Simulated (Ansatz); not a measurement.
The parent structure is MgTe in the wurtzite structure (space group P6_3mc, No. 186; a = 4.561 Å, c = 7.412 Å).

Computed with PBEsol (Ansatz, a first-principles code, PAW, spin-orbit coupling left out).

Base values:

The width of the top valence band is 1.40 eV, the valence-band top at Γ is 0.00, -0.02, -0.02 eV and the gap character is direct at Γ. The band gap is 2.39 eV.

Now apply this change: a hydrostatic pressure of 9 GPa.

### Question
What happens to the width of the top valence band?

### Answer
The width of the top valence band goes up by 0.43 eV, from 1.40 eV to 1.83 eV.

### Question
Estimate the effect on the valence-band top at Γ.

### Answer
The valence-band top at Γ (three highest levels, from the VBM) changes from 0.00, -0.02, -0.02 eV to 0.00, -0.05, -0.05 eV.

### Question
What happens to the gap character?

### Answer
The gap character becomes indirect, Γ → M (base: direct at Γ).

### Question
What does the calculation give for the band gap after the change?

### Answer
The band gap rises by 0.55 eV to 2.94 eV.

With Te present, leaving out spin-orbit coupling can change the band edges. Load acts through the strain it causes; cell and atoms are relaxed under it. Stability against distortions was not tested. Tetrahedral semiconductors of this kind turn to denser phases somewhere between about 1 and 50 GPa; those were not computed, so compressed cells here can lie past the real transition.
